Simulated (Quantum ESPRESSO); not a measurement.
## Equation of state of rock-salt BaS (space group 225): energy against volume (Quantum ESPRESSO, PBE)

```xyz
2
Lattice="0.0000 3.1382 3.1382 3.1382 0.0000 3.1382 3.1382 3.1382 0.0000" Properties=species:S:1:pos:R:3 pbc="T T T"
Ba     0.0000     0.0000     0.0000
S      3.1382     3.1382     3.1382
```

Computed with PBE, GBRV 1.5 ultrasoft (PBE) pseudopotentials (plane waves; Quantum ESPRESSO). Settings: ecutwfc = 52 Ry; ecutrho = 260 Ry; occupations = smearing; smearing = fd; degauss = 0.000734986 Ry; potentials = {Ba: ba_pbe_v1.uspp.F.UPF, S: s_pbe_v1.4.uspp.F.UPF}; K_POINTS = automatic 9 9 9 0 0 0; conv_thr = 1e-10 Ry; mixing_beta = 0.5. The cell above is the first row's. The rows scale it uniformly. In all rows fractional positions and the k mesh are held. E is the free energy at the stated smearing, counted from the lowest row.

| V (Å^3/atom) | E (meV/atom) |
|---|---|
| 30.906 | 27.55 |
| 31.578 | 14.02 |
| 32.249 | 5.24 |
| 32.921 | 0.72 |
| 33.593 | 0.00 |
| 34.265 | 2.69 |
| 34.937 | 8.43 |
| 35.609 | 16.90 |
| 36.281 | ? |

Using the third-order Birch-Murnaghan form, a cubic in V^(-2/3), estimate the missing E at V = 36.281 from the other rows, showing the fit.

With u = V^(-2/3) - 0.0968, the rows have u = 0.0047402, 0.0032945, 0.0019012, 0.0005534, -0.0007492, -0.0020092, -0.0032286, -0.0044096. Least squares gives E = -0.023 + 757.0·u + 1054329·u² + 2787530·u³. Residuals (row less fit): -0.002, 0.006, -0.006, 0.001, 0.000, 0.000, 0.001, -0.001; standard error 0.005 (degrees of freedom: 4). Its minimum lies at u = -0.0003595, so V0 = (0.0964405)^(-3/2) = 33.39. There d²E/du² = 2103000 and d³E/du³ = 1.673e7, so B0 = (4/9) × 33.39^(-7/3) × 2103000 × 0.160218 = 41.7 GPa (the last factor turns the table's units into GPa), and B0' = 4 + (2/3) × 0.0964405 × (1.673e7)/2103000 = 4.5. The program's pressures in the fitted runs (not shown) pass through zero at V = 33.38, 0.03 % from this V0. At the withheld row, u = -0.0055540, so E = -0.023 + 757.0 × (-0.0055540) + 1054329 × (-0.0055540)² + 2787530 × (-0.0055540)³ = 27.818 meV/atom. The calculation gives 27.82 meV/atom, which the fit meets to the printed digits. The row lies outside the fitted rows, so this is an extrapolation. From the scatter of the fitted rows alone, a prediction at this place has a standard error of 0.011 meV/atom, so the miss is 0.2 times that.

Carrying the step between the two nearest rows on in a straight line would have given 25.37, off by 2.45; series whose last step already gives the withheld value aren't shown. The scan was laid around a cell of about the measured size, scaled by a guess for this functional. The runs keep the symmetry of the cell, so they don't test it for distortions. Spin-orbit coupling is off. Cutoffs and mesh are single choices, not tested for convergence of this quantity. Series with a scatter that would blur these digits, or in which a gap closes, are not shown. Nor are scans whose minimum lies at an end fitted in this form.
